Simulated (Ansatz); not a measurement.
The starting structures come from a database of crystals and need not be the phases stable at ambient conditions.

## Evanescent states of Si(CN$_{2}$)$_{2}$ (Pn-3m, not sure to be the ambient phase, 14 atoms a cell, 21.3 Å³ an atom, -2 GPa at this level) along the normal of (110)

These are r2SCAN (plane waves, PAW; Ansatz, a first-principles code) values and carry that method's errors.

No gap correction and no spin-orbit coupling; mid-gap values are interpolated between computed energies.

Energies count from the valence-band top; κ is the least over a 6×4 mesh across the current.

| E (eV) | κ (1/Å) | where |
|---|---|---|
| 0.11 | 0.118 | Γ |
| 0.33 | 0.196 | Γ |
| 0.55 | 0.244 | Γ |
| 0.77 | 0.278 | Γ |
| 0.99 | 0.304 | Γ |
| 1.21 | 0.324 | off Γ |
| 1.43 | 0.339 | off Γ |
| 1.65 | 0.351 | off Γ |
| 1.87 | 0.359 | off Γ |
| 2.09 | 0.365 | off Γ |
| 2.31 | 0.368 | off Γ |
| 2.53 | 0.368 | off Γ |
| 2.75 | 0.366 | off Γ |
| 2.97 | 0.361 | off Γ |
| 3.19 | 0.354 | off Γ |
| 3.41 | 0.344 | off Γ |
| 3.63 | 0.330 | off Γ |
| 3.85 | 0.312 | off Γ |
| 4.07 | 0.282 | off Γ |
| 4.29 | 0.241 | off Γ |
| 4.51 | 0.187 | off Γ |
| 4.73 | 0.086 | off Γ |

Question: How thick must the barrier be to attenuate the transmission by 10^8 when the electrodes' Fermi level lies at 0.11 eV, and what attenuation does that film give at 3.85 eV?

Answer: d = 8 ln 10 / (2 × 0.118) = 78.1 Å. At 3.85 eV it gives 8 × 0.312/0.118 = 21.2 decades.
